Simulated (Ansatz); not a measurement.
The starting structures come from a database of crystals and need not be the phases stable at ambient conditions.

By PBEsol, the system below comes out a metal.

A figure of merit of an interconnect metal is its ballistic conductance per area.

Consider the following.

```
Ag
1.0
    2.91113     0.00000     0.00000
    0.00000     9.46371     0.00000
    1.45556     0.00000     2.52111
Ag
4
Direct
  0.00000   0.00000   0.00000
  0.00000   0.50000   0.00000
  0.33333   0.75000   0.33333
  0.66667   0.25000   0.66667
```

Space group of this cell: P6_3/mmc. The cell is taken as given; by PBEsol its mean pressure is -4.3 GPa.

The current flows along the normal of the first two printed cell vectors, the (100) plane of the conventional cell. No spin-orbit coupling; the value is a mean over 0.1 eV about the Fermi level.

Q: Compute, with Ansatz (a program for electronic structure) with PBEsol, the ballistic conductance per area.

A: 0.84 × 10¹⁵ S/m² for both spins.
